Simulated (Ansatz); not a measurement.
# MgB₂C₂ (space group Pnnm, No. 58; a cell from a computed database, its experimental status unchecked)

```cif
data_C4B4Mg2
_chemical_formula_sum 'Mg2 B4 C4'
_space_group_name_H-M_alt 'Pnnm'
_space_group_IT_number 58
_space_group_name_Hall '-P 2 2n'
_cell_length_a 4.61677
_cell_length_b 7.16937
_cell_length_c 2.76597
_cell_angle_alpha 90.000
_cell_angle_beta 90.000
_cell_angle_gamma 90.000
loop_
_atom_site_label
_atom_site_type_symbol
_atom_site_symmetry_multiplicity
_atom_site_Wyckoff_symbol
_atom_site_fract_x
_atom_site_fract_y
_atom_site_fract_z
_atom_site_occupancy
Mg1 Mg 2 a 0.00000 0.00000 0.00000 1
B1 B 4 g 0.61554 0.22953 0.00000 1
C1 C 4 g 0.28403 0.27926 0.00000 1
```

Computed with PBEsol, PAW, 420 eV (Ansatz, an electronic-structure program; without spin-orbit coupling). k-mesh 7×5×12 (Γ-centred); smearing 0.05 eV (Fermi–Dirac).

```yaml
volume_per_atom: 9.16 Å³
density: 2.54 g/cm³
band_gap: 1.20 eV, indirect, Γ → Γ–Z (50 % along)
electron_mass: 0.29 mₑ along a, 2.4 mₑ along b, 0.78 mₑ along c
total_energy: -542.293 eV/atom (σ→0; compares only within this code and set-up)
```

Masses are band curvatures over ±0.01 Å⁻¹ around the edge. No phonon test of stability was made.
